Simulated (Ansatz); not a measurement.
Structures of equal composition on the (111) surface of fcc Ir: clean 1x1; top plane shifted to the other hollow. The slabs share one bottom face, and each structure is named by its start. These are constructed structures in small cells; real faces may alloy, dewet or reconstruct in larger ones, and not all known structures of the face are among them. Slabs of about 11 Å, Fermi-Dirac smearing of 0.1 eV. Bottom of the slabs: a bare face, its two planes held. Relaxed from the named starts with such symmetry as they have, on meshes of like density; energies extrapolated to zero smearing; spin only where a row says so; no spin-orbit coupling, no U. Brackets mark spin-polarised runs, whose order is one that fits the cell.

The numbers are results of PBE (plane waves to 420 eV, PAW; Ansatz, a first-principles code), not measurements.

### Question
Rank these by energy per 1x1 cell (lowest first), as PBE gives it.

### Answer
clean 1x1 (0.000 eV), top plane shifted to the other hollow (0.086 eV)
